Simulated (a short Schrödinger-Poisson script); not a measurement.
**MOS inversion layer, SiO2 on p-type GaN**

Structure: MOS inversion layer, SiO2 on p-type GaN, at 300 K.

```
layer  material  thickness (nm)  Na (cm⁻³)
-----  --------  --------------  ---------
1          SiO2               2          -
2           GaN            2500     6.5e16
```

The device is made up for the run: typed textbook-type constants, with dimensions and the other settings drawn at random. SiO2: permittivity 3.9, conduction-band edge (eV) 3.2, gap (eV) 9, electron mass (mₑ) 0.5. GaN: permittivity 9.5, conduction-band edge (eV) 0, gap (eV) 3.43, Nv at 300 K (cm⁻³) 4.6e19.

Channel valleys (confinement mass, in-plane density-of-states mass, number): Γ 0.2, 0.2, 1. At the gate the conduction-band edge of layer 1 lies 3.57 eV − eVg above the Fermi level of the channel; the field vanishes at the back. Gaps are held at their typed values at every temperature. Mesh 0.03 nm at interfaces.

From a short Schrödinger-Poisson script (our own, NumPy): 1D Poisson equation in equilibrium, electrons quantum, Hartree plus LDA exchange-correlation (BenDaniel-Duke, 12 states a valley, the channel's in-plane mass for all, wave functions ending at the dielectric), parabolic valleys, classical holes, full ionisation, no traps, pinning or gate leakage.

| Vg (V) | electrons (cm⁻²) | C (μF/cm²) | Γ E0 (meV) | Γ E1 (meV) |
|---|---|---|---|---|
| 0.3 | 7.91e6 | 0.0372 | 324.4 | 414.8 |
| 0.4 | 3.49e8 | 0.0387 | 226.5 | 318.3 |
| 0.5 | 1.60e10 | 0.129 | 127.5 | 221.8 |
| 0.6 | 2.60e11 | 0.729 | 53.8 | 153.5 |
| 0.7 | 8.11e11 | 0.999 | 21.0 | 126.9 |
| 0.8 | 1.46e12 | 1.09 | 1.5 | 113.4 |
| 0.9 | 2.16e12 | 1.14 | -13.3 | 104.4 |
| 1 | 2.88e12 | 1.17 | -25.8 | 97.2 |
| 1.1 | 3.62e12 | 1.19 | -37.0 | 91.1 |
| 1.2 | 4.37e12 | 1.21 | -47.5 | 85.5 |
| 1.3 | 5.12e12 | 1.22 | -57.5 | 80.3 |
| 1.4 | 5.89e12 | 1.23 | -67.2 | 75.2 |
| 1.5 | 6.66e12 | 1.24 | -76.7 | 70.3 |
| 1.6 | 7.44e12 | 1.25 | -86.1 | 65.4 |
| 1.7 | 8.22e12 | 1.26 | -95.3 | 60.6 |
| 1.8 | 9.00e12 | 1.26 | -104.4 | 55.9 |
| 1.9 | 9.79e12 | 1.27 | -113.5 | 51.2 |
| 2 | 1.06e13 | 1.27 | -122.4 | 46.7 |

Gate voltages with under 1e6 electrons/cm² are left out.

Subbands count from the Fermi level.

In real p-type GaN the Mg acceptor is only partly ionised, and so wide a gap doesn't supply an inversion layer without source and drain.
